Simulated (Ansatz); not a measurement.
System: Zr-vacancy pair (Zr on one host Mo site, one Mo site vacant) in bcc Mo (neutral cell). The step: the Zr atom itself jumps into the vacancy (Zr-vacancy distance between ideal sites 2.74 Å throughout); the atom moves 2.33 Å along (0.43, 0.43, 0.42) of the unit cell; the moving atom starts with neighbours 2 Mo at 2.75, Mo at 2.78, 3 Mo at 2.84, Mo at 2.95, 3 Mo at 3.09, Mo at 3.24, 2 Mo at 3.26 Å and ends with 2 Mo at 2.75, Mo at 2.78, 3 Mo at 2.84, Mo at 2.95, 3 Mo at 3.09, Mo at 3.24, 2 Mo at 3.26 Å. DFT values are from Ansatz (plane-wave PAW, 420 eV unless said) in a cell of 36 host sites, spin-restricted, static, with no finite-size correction. Forms of the defect that were not tried may lie lower. For the PBE band: the saddle point's order was not checked, and it lies on a symmetry element of the cell, where a band can be held.

```tsv
Level	Forward barrier (eV)	Cost of the band or of the saddle's single point
CHGNet universal potential (has no charge state), its own band	0.20	-
PBE, a 2×2×3 k-point mesh shifted by half a step, band relaxed	0.73	very roughly 40 core-minutes
PBE, a 3×3×5 k-point mesh shifted by half a step, same geometries	0.55	roughly 6 core-minutes
r2SCAN at 500 eV, a 2×2×3 k-point mesh shifted by half a step, same geometries	…	about 5 core-minutes (a rough figure)
```

**Question.** What belongs in the gaps?

**Answer.** 
- r2SCAN at 500 eV, a 2×2×3 k-point mesh shifted by half a step, same geometries, Forward barrier (eV): 0.76

Ansatz is a program for electronic structure.
